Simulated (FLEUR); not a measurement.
A user runs FLEUR on Si2SrPd2 (I4/mmm, 5 atoms in the cell) and asks whether the run is sound. The aim is a self-consistent single point with DFT, LDA (Vosko-Wilk-Nusair), all-electron FLAPW (FLEUR), scalar-relativistic valence.

Cell that was meant: a = 5.8027 Å, b = 5.8027 Å, c = 5.8027 Å, α = 136.40°, β = 136.40°, γ = 63.36°.

Part of the input:

```xml
   </cell>
   <atomSpecies>
      <species name="Silicon (Si)" element="Si" atomicNumber="14">
         <mtSphere radius="1.17" gridPoints="751" logIncrement="0.015"/>
         <atomicCutoffs lmax="8" lnonsphr="6"/>
         <electronConfig flipSpins="F">
            <coreConfig>(1s1/2) (2s1/2) (2p1/2) (2p3/2)</coreConfig>
[...]
         <energyParameters s="3" p="3" d="3" f="4"/>
      </species>
      <species name="Strontium (Sr)" element="Sr" atomicNumber="38">
         <mtSphere radius="1.45" gridPoints="925" logIncrement="0.014"/>
         <atomicCutoffs lmax="10" lnonsphr="8"/>
         <electronConfig flipSpins="F">
            <coreConfig>(1s1/2) (2s1/2) (2p1/2) (2p3/2) (3s1/2) (3p1/2) (3p3/2) (3d3/2) (3d5/2)</coreConfig>
[...]
         <lo type="SCLO" l="1" n="4" eDeriv="0"/>
      </species>
      <species name="Palladium (Pd)" element="Pd" atomicNumber="46">
         <mtSphere radius="1.19" gridPoints="761" logIncrement="0.017"/>
         <atomicCutoffs lmax="8" lnonsphr="6"/>
         <electronConfig flipSpins="F">
            <coreConfig>(1s1/2) (2s1/2) (2p1/2) (2p3/2) (3s1/2) (3p1/2) (3p3/2) (4s1/2) (3d3/2) (3d5/2)</coreConfig>
```

The program printed (abridged):

```
      Welcome to FLEUR        (www.flapw.de)
      MaX-Release 8.1          (www.max-centre.eu)

 ========== k-point set info ==========
 Selected k-point list: default-1
 k-point list type: mesh
 5 x 5 x 5
 Number of k points: 18

 ------------Calculation Setup---------------------------
           1           2           3           6           9          18
 Number of basis functions:          613
 Iteration:     1   Distance:     163.48616112 me/bohr^3
 Iteration:     2   Distance:     161.82096146 me/bohr^3
 Iteration:     3   Distance:     160.37380780 me/bohr^3
 Iteration:     4   Distance:     143.32496106 me/bohr^3
 Iteration:     5   Distance:     340.36020623 me/bohr^3
   [... 47 lines left out ...]
 Iteration:    53   Distance:       0.00028313 me/bohr^3
 Iteration:    54   Distance:       0.00005050 me/bohr^3
 Iteration:    55   Distance:       0.00001466 me/bohr^3
 Iteration:    56   Distance:       0.00000384 me/bohr^3
 Reset of history
 Run finished successfully
 Stop message:
   Structural relaxation: new displacements generated

[file out, last iteration]
             iter=     57
[...]
          total density-effective poten   -2.2593799079E+04
          total charge density-energy d   -4.2510199837E+02
 Updated energy parameters for spin:           1
[...]
 fermi energy and band-weighting factors:

[...]
FERMIE:
          first approx. to ef    (T=0)  :   0.224297 htr   (energy of the highest occ. eigenvalue)
          number of occ. states  (T=0)  :        444
          first approx. to seigv (T=0)  : -39.086392 htr
          sum of weights of occ. states :  25.048000
          sum of semicore charge        :   0.000000 e
FERHIS:  Fermi-Energy by histogram:
   [... lines left out ...]
          bandgap                     :   0.000123 htr
          charge neutrality (T=0)     :   0.096000    (zero if the highest occ. eigenvalue is "entirely" occupied)
     EF_NEWTON:  Adjust Fermi-Energy by Newton-Method.
 Direct bandgap for spin            1 :    2.9450827653603739E-003  Htr
 ---->    free energy=                    -13866.7571494120 htr
   [... lines left out ...]
 TOTAL FORCE FOR ATOM TYPE=  1  X=  0.000   Y=  0.000   Z=  6.999
                       FX_TOT= 0.000000 FY_TOT= 0.000000 FZ_TOT=-0.063359
 TOTAL FORCE FOR ATOM TYPE=  2  X=  0.000   Y=  0.000   Z=  0.000
                       FX_TOT= 0.000000 FY_TOT= 0.000000 FZ_TOT= 0.000000
 TOTAL FORCE FOR ATOM TYPE=  3  X=  4.072   Y=  0.000   Z= -4.666
                       FX_TOT= 0.000000 FY_TOT= 0.000000 FZ_TOT= 0.000000
```

FLEUR gives forces in its relaxation mode, with a further iteration, so its stop message speaks of a relaxation.

Question: Can these results be used? Check the input.

Answer: The run is not sound. The fault is muffin-tin spheres that are too small. Small spheres let core charge leak out and need a larger plane-wave cutoff. To fix it, use nearly touching spheres. The run converged in 56 iterations without an error; against the sound input the free energy falls by 150 eV/atom and the largest force goes from 0.376 to 3.258 eV/Å.

The sound input it was made from differs as follows (other fixes are possible):
```diff
-         <mtSphere radius="1.17" gridPoints="751" logIncrement="0.015"/>
+         <mtSphere radius="2.13" gridPoints="751" logIncrement="0.015"/>
-         <mtSphere radius="1.45" gridPoints="925" logIncrement="0.014"/>
+         <mtSphere radius="2.63" gridPoints="925" logIncrement="0.014"/>
-         <mtSphere radius="1.19" gridPoints="761" logIncrement="0.017"/>
+         <mtSphere radius="2.16" gridPoints="761" logIncrement="0.017"/>
```

With that input, the run converged in 16 iterations: free energy E − TS -376582.1603 eV; Fermi level (on the code's own zero) 9.42 eV; largest force (vector length) 0.376 eV/Å (DFT, LDA (Vosko-Wilk-Nusair), all-electron FLAPW (FLEUR), scalar-relativistic valence).

On the sound input: the starting cell comes from a database of published, mostly measured structures (it also holds non-ambient and calculated ones), without a prior relaxation at this level. Spin polarisation is off. Values depend on the basis (sphere radii, cutoffs, local orbitals), which need not be converged. The log's line on a gap gives a spacing of levels on this mesh, which the program prints for metals too.
